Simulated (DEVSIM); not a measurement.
Device: abrupt Si n-p junction, at 300 K.

Layer 1 from the left is Si, thickness (μm) 20.0, Nd (cm⁻³) 3e17, τn (s) 1.5e-6, τp (s) 1.5e-6. Layer 2 from the left is Si, thickness (μm) 5.40, Na (cm⁻³) 5.1e15, τn (s) 1.5e-6, τp (s) 1.5e-6.

Left contact: ohmic. Right contact: ohmic. Voltage is applied to the left contact. Recombination: SRH at mid-gap, Auger. Mobility is μmin + (μ − μmin)/(1 + (N/Nref)^α).

Constants are typed, rounded textbook-type inputs, not results; the design itself was drawn at random and stands for no fabricated device. Values at 300 K.

Si: gap (eV) 1.124, affinity (eV) 4.05, permittivity 11.7, Nc (cm⁻³) 2.86e19, Nv (cm⁻³) 3.1e19, μn (cm²/Vs) 1417, μp (cm²/Vs) 470, μn,min 52, μp,min 45, Nref,n 9.7e16, Nref,p 2.2e17, αn 0.68, αp 0.72, Cn (cm⁶/s) 2.8e-31, Cp (cm⁶/s) 9.9e-32.

Question: Estimate by hand the built-in potential, the peak field at zero bias, the capacitance at 0.6 V, and compare with a numerical solution.

Answer: 
- Built-in potential: ni = √(Nc Nv) exp(−Eg/2kT) = 1.08e10 cm⁻³ with Eg = 1.124 eV; Vbi = kT/q ln(Na Nd/ni²) = 0.781 V; numerical 0.781 V.
- Peak field at zero bias: depletion approximation: W = √(2εVbi/(qN)) = 0.449 μm with N = 5.01e15 cm⁻³; field = 2Vbi/W = 34800 V/cm; numerical 41000 V/cm (estimate below by 15 %).
- Capacitance at 0.6 V: C = √(qεN / 2(Vbi + |V|)) = 17.4 nF/cm²; numerical 17.8 nF/cm² (estimate below by 2.3 %).

DEVSIM, 1D drift-diffusion, Boltzmann statistics, complete ionisation; no tunnelling, impact ionisation, image-force lowering or self-heating.
